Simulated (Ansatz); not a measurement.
Ansatz (a program for electronic structure), DFT, LDA, plane waves, its default PAW files, spin-polarised: Ba(MnGe)2, supercell, atoms displaced (from the phase in space group 139, mp-22412) (Mn4Ge4Ba2), 10 atoms, spin-polarised from a ferromagnetic start (5 μB on Mn). Basis and mesh were picked for this test and aren't claimed converged.

```json
{
 "cell": "6.81, 13.61, 6.81 Å; 143.3, 143.3, 52.9°",
 "distance_to_the_nearest_atom": "2.43 to 3.47 Å",
 "task": "single point",
 "k mesh": "4×2×6",
 "hamiltonian.xc": "lda",
 "kind_of_files": "paw",
 "scf.occupations.method": "gaussian",
 "scf.occupations.width": "0.05 eV",
 "output.forces": "true",
 "magnetization.spin_polarized": "true",
 "binding of workers (--pin)": "off",
 "k-point pools (--kpoint-pools)": "1",
 "memory maximum (--max-ram)": "8GiB",
 "accuracy": "medium (default)",
 "basis.precision": "auto (default)",
 "basis.xc_grid": "1 (default)",
 "scf.eigensolver.kind": "auto (default)",
 "scf.convergence.dr2_threshold": "1e-07 (default)",
 "scf.lower_state_search": "light (default)",
 "k-points after symmetry (for each spin)": "28",
 "bands_at_the_start": "94",
 "electrons": "136",
 "plane waves at Γ": "4375",
 "cutoff (eV)": "420",
 "FFT grid": "30×60×48",
 "symmetry_operations": "1"
}
```

One run each.

All on 4 threads. Base settings, kept where nothing else is said: scf.mixing.algorithm = auto (default), scf.mixing.preconditioner = auto (default), scf.algorithm = auto (default) (scf.mixing.beta, scf.mixing.ndim, scf.mixing.q_tf, scf.mixing.beta_mag not set). The settings tried:
- scf.mixing.ndim = 16
- scf.mixing.ndim = 4
- scf.mixing.algorithm = anderson, scf.mixing.ndim = 4
- the base settings
- scf.algorithm = direct_min
- scf.mixing.algorithm = broyden, scf.mixing.beta_mag = 0.3
- scf.mixing.algorithm = broyden, scf.mixing.preconditioner = none
- scf.mixing.preconditioner = local_kerker
- scf.mixing.algorithm = anderson, scf.mixing.ndim = 1
- scf.mixing.preconditioner = kerker_dos
- scf.mixing.algorithm = msr1
- scf.mixing.algorithm = broyden, scf.mixing.preconditioner = kerker
- scf.mixing.algorithm = broyden, scf.mixing.beta = 1
- scf.mixing.algorithm = broyden, scf.mixing.beta = 0.7
- scf.mixing.algorithm = anderson
- scf.mixing.algorithm = broyden, scf.mixing.beta = 0.3
- scf.mixing.preconditioner = none
- scf.mixing.algorithm = broyden
- scf.mixing.algorithm = broyden, scf.mixing.preconditioner = kerker, scf.mixing.q_tf = 0.5 1/Å
- scf.mixing.preconditioner = ldos
- scf.mixing.preconditioner = kerker
- scf.mixing.preconditioner = resta
- scf.mixing.algorithm = broyden, scf.mixing.beta_mag = 2
- scf.mixing.algorithm = anderson, scf.mixing.ndim = 16
- scf.mixing.algorithm = broyden, scf.mixing.beta = 0.1
- scf.mixing.algorithm = broyden, scf.mixing.preconditioner = kerker, scf.mixing.q_tf = 1.5 1/Å

Question: Predict which of these converge in the fewest SCF iterations.

Answer: Fewest SCF iterations, with those close behind: scf.mixing.preconditioner = ldos (11); scf.algorithm = direct_min (11); scf.mixing.preconditioner = local_kerker (13). Most among those that reach the base run's result: scf.mixing.algorithm = anderson, scf.mixing.ndim = 1 (53). All converged. In the base run the program took: scf.mixing.algorithm MSR1, scf.eigensolver.kind band_cg, --slots 4.

```
setting                                                                                        SCF iterations  applications of H to a band                               end
---------------------------------------------------------------------------------------------  --------------  ---------------------------  --------------------------------
scf.mixing.preconditioner = ldos                                                                           11                       130376                         converged
scf.algorithm = direct_min                                                                                 11                      1049253                         converged
scf.mixing.preconditioner = local_kerker                                                                   13                       151444                         converged
the base settings                                                                                          16                       173657                         converged
scf.mixing.algorithm = msr1                                                                                16                       173657                         converged
scf.mixing.preconditioner = kerker                                                                         16                       173657                         converged
scf.mixing.ndim = 16                                                                                       16                       173252                         converged
scf.mixing.preconditioner = kerker_dos                                                                     17                       177514                         converged
scf.mixing.algorithm = broyden, scf.mixing.beta = 1                                                        18                       199786  converged, no check of stability
scf.mixing.ndim = 4                                                                                        18                       191779                         converged
scf.mixing.algorithm = broyden, scf.mixing.preconditioner = kerker, scf.mixing.q_tf = 1.5 1/Å              18                       194110  converged, no check of stability
scf.mixing.preconditioner = none                                                                           19                       196596                         converged
scf.mixing.preconditioner = resta                                                                          19                       196596                         converged
scf.mixing.algorithm = broyden, scf.mixing.beta_mag = 0.3                                                  19                       179768  converged, no check of stability
scf.mixing.algorithm = broyden, scf.mixing.preconditioner = kerker, scf.mixing.q_tf = 0.5 1/Å              20                       221157  converged, no check of stability
scf.mixing.algorithm = broyden                                                                             21                       206457  converged, no check of stability
scf.mixing.algorithm = broyden, scf.mixing.preconditioner = none                                           21                       229789  converged, no check of stability
scf.mixing.algorithm = broyden, scf.mixing.preconditioner = kerker                                         21                       206457  converged, no check of stability
scf.mixing.algorithm = broyden, scf.mixing.beta = 0.3                                                      21                       206457  converged, no check of stability
scf.mixing.algorithm = broyden, scf.mixing.beta = 0.7                                                      21                       208627  converged, no check of stability
scf.mixing.algorithm = anderson, scf.mixing.ndim = 16                                                      21                       206992  converged, no check of stability
scf.mixing.algorithm = anderson                                                                            22                       214087  converged, no check of stability
scf.mixing.algorithm = anderson, scf.mixing.ndim = 4                                                       22                       205546  converged, no check of stability
scf.mixing.algorithm = broyden, scf.mixing.beta_mag = 2                                                    29                       269256  converged, no check of stability
scf.mixing.algorithm = broyden, scf.mixing.beta = 0.1                                                      32                       293764  converged, no check of stability
scf.mixing.algorithm = anderson, scf.mixing.ndim = 1                                                       53                       327601  converged, no check of stability
```

An iteration's cost differs between solvers, so these counts don't give the time.

Keys are those of Ansatz 0.2.
